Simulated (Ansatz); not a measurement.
## What x(Se) = 0.5, 6 atoms, C2 does to Te

Base system: Te (space group P3_121, No. 152; a = 4.624 Å, c = 5.904 Å; made of chains).

The other end (x = 1) is Se (space group P3_121, No. 152; made of chains): 29.24 Å³/atom, gap 1.33 eV.

It is then changed as follows: a fraction x = 0.5 of the Te sites is given to Se, ordered in a cell of 6 atoms (starting symmetry C2) and fully relaxed.

The values are results of plane-wave PAW DFT at the r2SCAN level (Ansatz, a quantum-chemistry and plane-wave program, 500 eV), scalar-relativistic without spin-orbit coupling, earlier PAW set, not measurements. k-mesh 8×8×3 (Γ-centred); smearing 0.05 eV (Fermi–Dirac), for the changed cell.

- Shortest interatomic distance = 2.374 Å (base 2.827 Å)
- Band gap = 0.90 eV (base 0.54 eV)
- Gap character (in this cell's own zone, which can be folded) = indirect, Y₂ → C
- Mixing energy = -2 meV/atom
- Deviation of the volume from the linear (Vegard-type) interpolation = -0.2 %
- Bowing parameter b of this ordering, from Eg = [1−x] Eg[0] + x Eg[1] − b x [1−x] = 0.1 eV

Final structure:

```xyz
6
Lattice="3.9482 -2.2881 0.0000 3.9482 2.2881 0.0000 -0.0295 0.0000 10.8784" Properties=species:S:1:pos:R:3 pbc="T T T"
Te     3.9482    -1.1231     0.0000
Se     3.9334    -1.3093     5.4392
Te     6.8679    -0.5753     1.9697
Se     3.0843     1.7915     7.0945
Te     0.9989    -0.5753     8.9087
Se     4.7825     1.7915     3.7839
```

Each cell is one ordered arrangement of few atoms, which overstates ordering effects compared with a random alloy. With Te present, leaving out spin-orbit coupling can change the band edges. Whether these cells are dynamically stable was not tested. No dispersion term is included, though the crystal is made of layers, chains or molecules, so its spacings can come out too wide. Labels are those of the standard path for the cell's own space group.
